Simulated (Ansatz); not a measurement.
Inside the gap of an insulator the Bloch states are evanescent, with a wavenumber k + iκ along the transport direction.

Here is the system:

```
Bi2Te3
1.0
    4.38754     0.00000     0.00000
    2.19377    10.17199     0.06890
    2.19377     0.44757     3.77327
Bi Te
2 3
Cartesian
  4.38754   2.30768   2.27718
  4.38754   8.31187   1.56499
  6.58131   6.74155   3.02671
  2.19377   3.87801   0.81546
  0.00000   0.00000   0.00000
```

The cell was relaxed by PBE-D3(BJ); by r2SCAN it stands under a pressure of 1.6 GPa.

Transport runs along the normal of the first two printed cell vectors, the (101) plane of the conventional cell.

No gap correction and no spin-orbit coupling; mid-gap is the computed energy nearest the middle.

Task: Compute, with r2SCAN run with Ansatz (a quantum-chemistry and plane-wave program), the band gap and the smallest decay constant κ at mid-gap.

Result: Gap 0.49 eV on a 8×8×8 mesh; κ = 0.043 1/Å, at the zone centre.
